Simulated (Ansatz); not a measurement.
Partial pair distribution functions of a relaxed model of amorphous Si28C28H10, broadened by 0.06 Å; density 2.50 g/cm³. Method: PBE, scalar-relativistic without spin-orbit coupling (plane waves to 420 eV, PAW; Ansatz, an electronic-structure program).

It comes from a melt-quench run on a machine-learned potential (CHGNet), relaxed afterwards by DFT. The hot cell started wider than the set density and was brought back towards it in steps. It is the lowest in DFT energy of 2 quenches. It is a model cell: composition and starting density were chosen by hand, and all elements were melted together. No dispersion term was used. Its density started from a set value of 2.50 and ended at 2.50 g/cm³. Cooling (nominally 370 K/ps over its main leg) ran many orders faster than in experiment, which tends to leave more defects and strain. A cell of this size samples the disorder only roughly. The volume was held where the preparation left it, at a PBE pressure of 4.2 GPa. Stress components on the final sampling reach 6.4 GPa. On a 2×2×2 Γ-centred mesh force components of up to 0.25 eV/Å stay, since the relaxation ran on one k-point at (1/4, 1/4, 1/4).

```json
[
 {"r (Å)": "1.15", "g Si-C": "0.00", "g Si-Si": "0.00", "g C-C": "0.00", "g H-H": "0.00"},
 {"r (Å)": "1.25", "g Si-C": "0.00", "g Si-Si": "0.00", "g C-C": "0.23", "g H-H": "0.00"},
 {"r (Å)": "1.35", "g Si-C": "0.00", "g Si-Si": "0.00", "g C-C": "1.94", "g H-H": "0.06"},
 {"r (Å)": "1.45", "g Si-C": "0.00", "g Si-Si": "0.00", "g C-C": "5.32", "g H-H": "1.74"},
 {"r (Å)": "1.55", "g Si-C": "0.00", "g Si-Si": "0.00", "g C-C": "3.52", "g H-H": "3.04"},
 {"r (Å)": "1.65", "g Si-C": "0.03", "g Si-Si": "0.00", "g C-C": "0.32", "g H-H": "0.40"},
 {"r (Å)": "1.75", "g Si-C": "1.01", "g Si-Si": "0.00", "g C-C": "0.00", "g H-H": "2.04"},
 {"r (Å)": "1.85", "g Si-C": "5.54", "g Si-Si": "0.00", "g C-C": "0.00", "g H-H": "4.40"},
 {"r (Å)": "1.95", "g Si-C": "5.55", "g Si-Si": "0.00", "g C-C": "0.00", "g H-H": "0.69"},
 {"r (Å)": "2.05", "g Si-C": "1.50", "g Si-Si": "0.00", "g C-C": "0.00", "g H-H": "1.03"},
 {"r (Å)": "2.15", "g Si-C": "0.26", "g Si-Si": "0.03", "g C-C": "0.00", "g H-H": "1.49"},
 {"r (Å)": "2.25", "g Si-C": "0.07", "g Si-Si": "0.63", "g C-C": "0.02", "g H-H": "0.88"},
 {"r (Å)": "2.35", "g Si-C": "0.07", "g Si-Si": "2.42", "g C-C": "0.33", "g H-H": "3.18"},
 {"r (Å)": "2.45", "g Si-C": "0.14", "g Si-Si": "1.92", "g C-C": "0.99", "g H-H": "2.94"},
 {"r (Å)": "2.55", "g Si-C": "0.20", "g Si-Si": "1.00", "g C-C": "1.35", "g H-H": "2.23"},
 {"r (Å)": "2.65", "g Si-C": "0.51", "g Si-Si": "0.61", "g C-C": "0.77", "g H-H": "2.10"},
 {"r (Å)": "2.75", "g Si-C": "0.96", "g Si-Si": "0.60", "g C-C": "0.62", "g H-H": "1.40"},
 {"r (Å)": "2.85", "g Si-C": "1.45", "g Si-Si": "1.11", "g C-C": "1.49", "g H-H": "0.75"},
 {"r (Å)": "2.95", "g Si-C": "1.43", "g Si-Si": "1.69", "g C-C": "1.86", "g H-H": "0.92"},
 {"r (Å)": "3.05", "g Si-C": "1.04", "g Si-Si": "1.99", "g C-C": "1.73", "g H-H": "0.38"},
 {"r (Å)": "3.15", "g Si-C": "0.72", "g Si-Si": "1.47", "g C-C": "1.64", "g H-H": "1.17"},
 {"r (Å)": "3.25", "g Si-C": "0.72", "g Si-Si": "1.46", "g C-C": "1.56", "g H-H": "1.11"},
 {"r (Å)": "3.35", "g Si-C": "0.80", "g Si-Si": "1.29", "g C-C": "1.07", "g H-H": "0.68"},
 {"r (Å)": "3.45", "g Si-C": "0.85", "g Si-Si": "1.24", "g C-C": "1.02", "g H-H": "0.34"},
 {"r (Å)": "3.55", "g Si-C": "1.22", "g Si-Si": "1.10", "g C-C": "1.15", "g H-H": "0.08"},
 {"r (Å)": "3.65", "g Si-C": "1.41", "g Si-Si": "0.74", "g C-C": "1.11", "g H-H": "1.19"},
 {"r (Å)": "3.75", "g Si-C": "1.03", "g Si-Si": "0.56", "g C-C": "1.03", "g H-H": "1.79"},
 {"r (Å)": "3.85", "g Si-C": "1.06", "g Si-Si": "0.82", "g C-C": "0.97", "g H-H": "1.00"},
 {"r (Å)": "3.95", "g Si-C": "1.04", "g Si-Si": "0.76", "g C-C": "0.97", "g H-H": "0.54"},
 {"r (Å)": "4.05", "g Si-C": "1.03", "g Si-Si": "0.83", "g C-C": "0.72", "g H-H": "0.75"},
 {"r (Å)": "4.15", "g Si-C": "0.84", "g Si-Si": "0.55", "g C-C": "0.91", "g H-H": "0.34"},
 {"r (Å)": "4.25", "g Si-C": "1.06", "g Si-Si": "0.61", "g C-C": "0.78", "g H-H": "0.02"},
 {"r (Å)": "4.35", "g Si-C": "1.19", "g Si-Si": "0.75", "g C-C": "0.80", "g H-H": "0.07"},
 {"r (Å)": "4.45", "g Si-C": "1.19", "g Si-Si": "0.83", "g C-C": "0.84", "g H-H": "0.89"},
 {"r (Å)": "4.55", "g Si-C": "1.04", "g Si-Si": "1.30", "g C-C": "0.88", "g H-H": "0.97"}
]
```

Within 2.26 Å each Si has 2.39 C neighbours on average.
